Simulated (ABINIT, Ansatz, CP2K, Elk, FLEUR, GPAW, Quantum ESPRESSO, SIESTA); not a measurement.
**CdF2 (Fm-3m, 3 atoms in the cell) computed with different codes at matched settings**

Self-consistent single point.

```xyz
3
Lattice="0.0000 2.6950 2.6950 2.6950 0.0000 2.6950 2.6950 2.6950 0.0000" Properties=species:S:1:pos:R:3 pbc="T T T"
Cd     0.0000     0.0000     0.0000
F      1.3475     1.3475     1.3475
F      4.0425     4.0425     4.0425
```

Shared settings, as Ansatz (a first-principles code) writes them: kpoints.mp_grid.grid = 7 7 7; scf.occupations.method = fermi_dirac; scf.occupations.width = 0.05 eV. Potentials and cutoffs stand in the table.

```tsv
code	model	pressure (GPa)	gap on the mesh (eV)	cutoff
GPAW	LDA (Perdew-Wang 92), GPAW PAW datasets LDA (gpaw-data 1.0.1)	–	2.831	900 eV
CP2K	LDA (Pade form), GPW, DZVP-MOLOPT-SR-GTH basis, GTH-PADE potentials (GTH_POTENTIALS)	-3.24	2.776	grid 550 Ry
ABINIT	LDA (PW92), PAW (JTH v2.0 LDA PAW)	-6.42	2.831	24 Ha
Ansatz	LDA (PW92), default PAW files made with PBE	-6.71	2.866	420 eV
Quantum ESPRESSO	LDA (PZ), GBRV 1.5 ultrasoft (LDA) pseudopotentials	-5.83	2.811	40 Ry
FLEUR	LDA (Perdew-Zunger), all-electron FLAPW (FLEUR), scalar-relativistic valence	–	2.947	Kmax 4.1 1/bohr
Elk	LDA (PW92), all-electron FP-LAPW, Elk's shipped species files, default APW+lo basis	–	2.840	rgkmax 7
SIESTA	LDA PW92, numerical atomic orbitals TZP, PseudoDojo LDA standard norm-conserving potentials (rewritten from UPF to PSML)	-7.03	2.911	grid 350 Ry
```

A dash marks a value that a program does not give, or that is left out as unsure.

Gaps are read on the mesh.

The spread over the programs that give each value: pressure within 3.79 GPa; gap on the mesh within 0.171 eV.

CP2K and SIESTA use small atom-centred bases, whose incompleteness enters pressures, forces and empty levels differently from a plane-wave cutoff. FLEUR and Elk treat all electrons, but the usual bases taken here (sphere radii, linearisation, local orbitals, empty states) were not tested for convergence, so the values are no reference for the others. Ansatz's pressure is given at a fixed set of plane waves, as the other plane-wave codes print theirs; with its correction for the finite basis it is -5.81 GPa (the shift of 0.90 GPa shows how far the cutoff is from converged). The pressure of GPAW is left out: its cutoff lies under the one at which its stress was checked. The same LDA comes in different parametrisations, which differ slightly. In the pressure, CP2K (by 3.18) lies more than 1 GPa from the median of the plane-wave programs.

The starting cell has typed, rounded lattice constants, without a prior relaxation at this level.

Keys are those of Ansatz 0.2.
